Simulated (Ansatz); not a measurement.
**Sn under a change: biaxial strain +0.42 %, plane normal [111], relaxed out of plane**

Base system: Sn in the diamond structure (space group Fd-3m, No. 227; a = 6.540 Å; relaxed with 0.1 eV smearing). Axes: x, y, z lie along the cube axes.

One thing is altered: biaxial strain +0.42 %, plane normal [111], relaxed out of plane (Cartesian); in-plane vectors clamped, the third vector and the atoms free.

Calculations: PBEsol (Ansatz, a first-principles code; PAW; 420 eV plane waves; scalar-relativistic without spin-orbit coupling). k-mesh 15×15×15 (Γ-centred); smearing 0.1 eV (Fermi–Dirac).

```csv
quantity,base,changed,shift
volume per atom,34.97 Å³,35.18 Å³,+0.21 Å³
space group,Fd-3m (No. 227),R-3m (No. 166),–
shortest interatomic distance,2.832 Å,2.834 Å,+0.002 Å
energy relative to the base (free energy F),0 meV/atom,+0.3 meV/atom,+0.3 meV/atom
"pressure (mean of the normal stresses, compression positive)",0.0 GPa,-0.2 GPa,-0.2 GPa
band gap,zero,zero,–
out-of-plane strain,–,-0.24 %,–
mean in-plane stress (compression positive),–,-0.4 GPa,–
```

No phonon test of stability was made.
